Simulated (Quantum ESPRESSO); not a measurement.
Troubleshooting Quantum ESPRESSO: a failed run on Au (Fm-3m, 1 atom in the cell). The aim is a self-consistent single point with DFT, PBEsol, plane waves, GBRV 1.5 ultrasoft (PBESOL) pseudopotentials.

This input was run:

```fortran
&control
 calculation = 'scf'
 prefix = 'au'
 outdir = './out'
 pseudo_dir = './'
 tprnfor = .true.
 tstress = .true.
/
&system
 ibrav = 2
 celldm(1) = 7.8825956864
 nat = 1
 ntyp = 1
 ecutwfc = 40
 ecutrho = 320
 occupations = 'smearing'
 smearing = fermi-dirac
 degauss = 0.0099958
/
&electrons
 conv_thr = 1.0e-11
 mixing_beta = 0.7
/
ATOMIC_SPECIES
Au   196.9666  au_pbesol_v1.uspp.F.UPF
ATOMIC_POSITIONS angstrom
Au    0.0000000000    0.0000000000    0.0000000000
K_POINTS automatic
9 9 9  0 0 0
```

The program printed (abridged):

```
     This program is part of the open-source Quantum ESPRESSO suite
     for quantum simulation of materials; please cite

 %%%%%%%%%%%%%%%%%%%%%%%%%%%%%%%%%%%%%%%%%%%%%%%%%%%%%%%%%%%%%%%%%%%%%%%%%%%%%%
     Error in routine  read_namelists (1):
      bad line in namelist &system: " degauss = 0.0099958" (error could be in the previous line)
 %%%%%%%%%%%%%%%%%%%%%%%%%%%%%%%%%%%%%%%%%%%%%%%%%%%%%%%%%%%%%%%%%%%%%%%%%%%%%%

     stopping ...
```

Q: From the messages shown, name the fault and mend the input.

A: The fault is a string without quotes in a namelist. Fortran namelists need character values in quotes. To fix it, quote the value. The program stopped before any SCF iteration.

The sound input it was made from differs as follows (other fixes are possible):
```diff
- smearing = fermi-dirac
+ smearing = 'fermi-dirac'
```

With that input, the run converged in 9 iterations: free energy E − TS -1561.2445 eV; Fermi level (on the code's own zero) 14.08 eV; pressure -9.78 GPa (DFT, PBEsol, plane waves, GBRV 1.5 ultrasoft (PBESOL) pseudopotentials).

On the sound input: the starting cell comes from a database of computed structures (which also holds hypothetical and non-ambient phases and stackings), without a prior relaxation at this level. With a pressure of about -10 GPa the cell is away from its equilibrium volume at this level.
